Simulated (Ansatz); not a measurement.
## PtSe2: Li interstitial (started 2.41 Å from the nearest host atom), symmetric start

Start from a 12-atom supercell of PtSe₂ in the CdI2 type structure (space group P-3m1, No. 164; a = 3.772 Å, c = 4.818 Å; layered) at its relaxed geometry.

Perturbation: one Li atom is added in an open site, starting 2.41 Å from the nearest host atom, atoms relaxed at fixed cell.

All numbers come from Ansatz (a program for electronic structure) PBE-D3(BJ), no SOC. Settings: 9×9×9 k-points, 0.05 eV Fermi–Dirac smearing.

The largest displacement of a host atom from its site in the perfect cell is 0.07 Å and the final site of the added atom comes out as 6 Se at 2.52 Å (octahedral).

Final structure:

```
CELL_PARAMETERS angstrom
      7.54477     0.00000     0.00000
     -3.77238     6.53396     0.00000
      3.77238     6.53396     4.81834
ATOMIC_POSITIONS crystal
  Pt 0.00000 0.00000 0.00000
  Pt 0.00000 0.50000 0.00000
  Pt 0.50000 0.00000 0.00000
  Pt 0.50000 0.50000 0.00000
  Se 0.06385 0.89211 0.26440
  Se 0.06385 0.40735 0.26440
  Se 0.55685 0.89019 0.27648
  Se 0.57910 0.40735 0.26440
  Se 0.42090 0.59265 0.73560
  Se 0.44315 0.10981 0.72352
  Se 0.93615 0.59265 0.73560
  Se 0.93615 0.10789 0.73560
  Li 0.00000 0.00000 0.50000
```

In so small a cell the defect repeats every few ångströms: this is an ordered compound, not a dilute defect. The defect started on the symmetric site and kept its symmetry, so it may sit on a saddle. The final runs are not spin-polarised. The defect cell is not spin-polarised.
